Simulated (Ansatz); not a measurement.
W: response to strain

Take W in the bcc (W type) structure (space group Im-3m, No. 229; a = 3.1688 Å; relaxed with 0.1 eV smearing) as the base.

Strains are applied to the cell and any free atomic positions relax.

Computed with Ansatz (a first-principles code), r2SCAN, PAW, cutoff 500 eV, no spin-orbit coupling.

Notes on the quantities. energy relative to the base: free energy F.

```
case                      shortest interatomic distance    pressure  energy relative to the base
------------------------  -----------------------------  ----------  ---------------------------
base                                            2.744 Å     0.0 GPa                   0 meV/atom
isotropic strain −3.00 %                        2.662 Å  (withheld)                   (withheld)
isotropic strain −2.50 %                        2.676 Å    28.3 GPa                 +96 meV/atom
isotropic strain −2.00 %                        2.689 Å    21.9 GPa                   (withheld)
isotropic strain −1.50 %                        2.703 Å    15.9 GPa                 +34 meV/atom
isotropic strain −1.00 %                        2.717 Å    10.2 GPa                 +15 meV/atom
isotropic strain −0.50 %                        2.731 Å     5.0 GPa                   (withheld)
```

### Question
What belongs in the blanks?

### Answer

- isotropic strain −3.00 %, pressure: 35.1 GPa
- isotropic strain −3.00 %, energy relative to the base: +141 meV/atom
- isotropic strain −2.00 %, energy relative to the base: +61 meV/atom
- isotropic strain −0.50 %, energy relative to the base: +3.6 meV/atom

Stability against distortions was not tested. The final runs are not spin-polarised.
